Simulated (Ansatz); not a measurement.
# CoO (P6₃mc, No. 186, 4 atoms in the cell; start mp-19128; a measured phase of this formula has another space group)

These are LDA (Ansatz, a quantum-chemistry and plane-wave program, PAW) values and carry that method's errors.

Run with plane-wave cutoff 520 eV, 18×18×12 k mesh (along the axes of the cell as run), Fermi–Dirac smearing 0.05 eV, spin-polarised start, scalar-relativistic PAW data made under PBE.

Cell (relaxed at this level):

```
CoO
1.0
    2.65250     0.00000     0.00000
   -1.32625     2.29713     0.00000
    0.00000     0.00000     5.90666
Co O
2 2
Direct
  0.00000   0.00000   0.03363
  0.33333   0.66667   0.53363
  0.00000   0.00000   0.34137
  0.33333   0.66667   0.84137
```

- bulk modulus B0 = 184 GPa

Note: the magnetic order was assumed, not searched for or taken from measurement; the bulk modulus is −V dP/dV from two relaxed cells at ±2 % in volume; the relaxation could not lower the start's symmetry, so the cell can be a saddle point above a distorted one; functionals without U or exact exchange can leave correlated insulators metallic, so the missing gap need not be real.

A start named mp-… is a Materials Project structure, which need not be a measured phase.
